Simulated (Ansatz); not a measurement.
Base system: ZnSiP2 in the chalcopyrite structure (space group I-42d, No. 122; a = 5.4187 Å, c = 10.5394 Å). Axes: x, y, z lie along a, b, c of the conventional cell.

Computed with PBE (Ansatz, a program for electronic structure; PAW; 420 eV plane waves; no spin-orbit coupling).

Base values:

The volume per atom is 19.34 Å³ and the gap character is direct at Γ.

Perturbation: compressive biaxial strain of 3.69 % in the plane normal to [001], as in epitaxy on a mismatched substrate; the out-of-plane cell vector and the atoms relax.

Question: Predict the new volume per atom and gap character.

Answer: The volume per atom falls by 0.81 Å³, from 19.34 Å³ to 18.53 Å³; the gap character changes from direct at Γ to indirect, Γ → M–S (33 % along).

Whether these cells are dynamically stable was not tested.
